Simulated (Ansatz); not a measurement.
Band structure of HgI2 (Cmc2_1, 6 atoms in the cell).

```
CELL_PARAMETERS angstrom
      2.46657    -3.70211     0.00000
      2.46657     3.70211     0.00000
      0.00000     0.00000    13.90428
ATOMIC_POSITIONS crystal
  Hg 0.65651 0.34349 0.00125
  Hg 0.34349 0.65651 0.50125
  I  0.60265 0.39735 0.63110
  I  0.39735 0.60265 0.13110
  I  0.08497 0.91503 0.37094
  I  0.91503 0.08497 0.87094
```

Computed with PBEsol, PAW files made with PBE (plane waves; Ansatz, a first-principles code).

Settings: basis.ecutwfc = 30.9 Ry; kpoints.mp_grid.grid = 4 4 1; hamiltonian.xc = pbesol; hamiltonian.pseudopotentials = {kind: paw} (the program's default PAW files); scf.occupations.method = fixed; kpoints.band_path.npoints = 8.

The starting cell comes from a database of computed structures (which also holds hypothetical and non-ambient phases and stackings), without a prior relaxation at this level. Its lattice was rescaled by a random factor within 2.5 % of one. Spin-orbit coupling is off.

Question: Predict the gap along the standard path and the places of the band edges.

Answer: The gap along the path is 2.13 eV, from a point between Z and Γ to Y; the smallest direct gap on it is 2.24 eV. Another conduction valley lies within 0.1 eV, so the order of the valleys is not sure.

Levels in eV from the top of the valence band on the path, bands 51 to 58:
| point | 51 | 52 | 53 | 54 | 55 | 56 | 57 | 58 |
|---|---|---|---|---|---|---|---|---|
| Γ | -0.17 | -0.15 | -0.07 | -0.05 | 2.19 | 3.20 | 4.08 | 4.23 |
| X | -0.70 | -0.61 | -0.59 | -0.03 | 2.42 | 2.67 | 5.31 | 5.34 |
| S | -0.36 | -0.33 | -0.20 | -0.16 | 2.34 | 2.66 | 4.29 | 4.38 |
| R | -0.47 | -0.47 | -0.18 | -0.18 | 2.57 | 2.57 | 4.34 | 4.34 |
| A | -0.66 | -0.66 | -0.26 | -0.26 | 2.52 | 2.52 | 5.25 | 5.25 |
| Z | -0.17 | -0.17 | 0.00 | 0.00 | 2.70 | 2.70 | 4.17 | 4.17 |
| Y | -0.65 | -0.34 | -0.24 | -0.23 | 2.13 | 2.33 | 4.62 | 5.00 |
| X1 | -0.70 | -0.61 | -0.59 | -0.03 | 2.42 | 2.67 | 5.31 | 5.34 |
| A1 | -0.66 | -0.66 | -0.26 | -0.26 | 2.52 | 2.52 | 5.25 | 5.25 |
| T | -0.42 | -0.42 | -0.39 | -0.39 | 2.31 | 2.31 | 4.72 | 4.72 |

Keys are those of Ansatz 0.2.
